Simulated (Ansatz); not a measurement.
Reference: HfB$_{2}$ (P6/mmm), PBEsol, DFPT electron-phonon coupling, linearised Boltzmann equation (plane waves, PAW, scalar-relativistic; Ansatz, a first-principles code); geometry: relaxed with this functional, without spin-orbit coupling.

HfB₂ is taken in the hexagonal space group P6/mmm (No. 191), Pearson symbol hP3. Conventional cell: a = 3.127 Å, b = 3.127 Å, c = 3.448 Å, α = 90.00°, β = 90.00°, γ = 120.00°. Hf on 1a is coordinated by 12 B at 2.496 Å. B on 2d sees 3 B at 1.805 Å and 6 Hf at 2.496 Å. (Neighbours: up to the widest gap in distance over summed covalent radii, below 1.35, at either atom; cation-cation and far metal-metal contacts left out.)

The resistivity at 300 K is 4.7 μΩ·cm.

Q: Replace Hf by Zr on the same sites and relax. What happens?

A: ZrB₂ (P6/mmm): volume per atom 9.7 to 10.1 Å³; resistivity at 300 K stays about the same (4.7 μΩ·cm to 4.8 μΩ·cm).

Q: Swap Hf for Ti, keeping the structure type. How do these values move?

A: TiB2 (P6/mmm): volume per atom 9.7 to 8.4 Å³; resistivity at 300 K rises (4.7 μΩ·cm to 6.4 μΩ·cm).

Q: Swap Hf for Sc, keeping the structure type. How do these values move?

A: ScB2 (P6/mmm): volume per atom 9.7 to 9.8 Å³; resistivity at 300 K rises (4.7 μΩ·cm to 7.7 μΩ·cm).

Moves up to 13 % count as about the same. Metals; harmonic phonons alone scatter; means over directions. Halving the electron mesh moves these values by up to 9 %; q meshes are mostly untested. Some of the runs warned that the eigensolver left states short of its tolerance. Spin-orbit coupling is left out.

Formula and space group known from diffraction (Crystallography Open Database), not checked to be the room-temperature form: ScB2 (P6/mmm). The missing spin-orbit coupling matters most for HfB2 (P6/mmm).
